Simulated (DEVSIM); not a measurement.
Structure: abrupt Si n-p junction, at 400 K.

Layer 1 from the left is Si, thickness (μm) 4.00, Nd (cm⁻³) 3.2e17, τn (s) 1.6e-7, τp (s) 1.6e-7. Layer 2 from the left is Si, thickness (μm) 130, Na (cm⁻³) 1.9e17, τn (s) 4.8e-8, τp (s) 1.6e-7.

Left contact: ohmic. Right contact: ohmic. Voltage is applied to the left contact. Recombination: SRH at mid-gap, radiative. Mobility is μmin + (μ − μmin)/(1 + (N/Nref)^α).

Constants are typed, rounded textbook-type inputs, not results; the design itself was drawn at random and stands for no fabricated device. Values at 300 K; Nc and Nv go as T^1.5, mobilities as T to minus their exponent, the gap by Varshni's rule with the affinity fixed.

Si: gap (eV) 1.124, affinity (eV) 4.05, permittivity 11.7, Nc (cm⁻³) 2.86e19, Nv (cm⁻³) 3.1e19, μn (cm²/Vs) 1417, μp (cm²/Vs) 470, μn,min 52, μp,min 45, Nref,n 9.7e16, Nref,p 2.2e17, αn 0.68, αp 0.72, T exponent of μn 2.3, T exponent of μp 2.2, B (cm³/s) 4.7e-15, Varshni α (eV/K) 0.000473, Varshni β (K) 636.

Problem. Estimate by hand the built-in potential, the peak field at zero bias, the capacitance at 0.4 V, and compare with a numerical solution.

Solution. 
- Built-in potential: ni = √(Nc Nv) exp(−Eg/2kT) = 5.68e12 cm⁻³ with Eg = 1.096 eV; Vbi = kT/q ln(Na Nd/ni²) = 0.736 V; numerical 0.736 V.
- Peak field at zero bias: depletion approximation: W = √(2εVbi/(qN)) = 0.0894 μm with N = 1.19e17 cm⁻³; field = 2Vbi/W = 165000 V/cm; numerical 157000 V/cm (estimate above by 5.0 %).
- Capacitance at 0.4 V: C = √(qεN / 2(Vbi + |V|)) = 93.3 nF/cm²; numerical 96.3 nF/cm² (estimate below by 3.1 %).

Model (solved in DEVSIM): 1D drift-diffusion, Boltzmann statistics, complete ionisation; no tunnelling, impact ionisation, image-force lowering or self-heating.
